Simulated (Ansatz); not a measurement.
**ZnS (model structure, started from the h-BN type, P6₃/mmc, No. 194, 4 atoms in the cell)**

Calculation: PBEsol in Ansatz (PAW).

Run with plane-wave cutoff 500 eV, 12×12×4 k mesh (along the axes of the cell as run), Fermi–Dirac smearing 0.05 eV, scalar-relativistic PAW data made under PBE.

Cell (relaxed at this level):

```
CELL_PARAMETERS angstrom
      3.94519     0.00000     0.00000
     -1.97259     3.41663     0.00000
      0.00000     0.00000     5.68168
ATOMIC_POSITIONS crystal
  Zn 0.33333 0.66667 0.25000
  Zn 0.66667 0.33333 0.75000
  S  0.33333 0.66667 0.75000
  S  0.66667 0.33333 0.25000
```

| Property | Value |
|---|---|
| band gap | 1.14 eV (on the SCF k mesh) |

Note: the relaxation could raise the start's symmetry but not lower it, so the cell can be a saddle point; the cell has widely spaced layers and the level no dispersion term, so their spacing and the moduli can rest on weak binding.

The computed numbers hold no vibrational or temperature effects.

The result took roughly 4 core-minutes.

A model structure was made by putting elements into a prototype or built by hand; it is no filed structure, need not be a known phase, and can be a saddle point held by its symmetry.

Ansatz is a program for electronic structure.
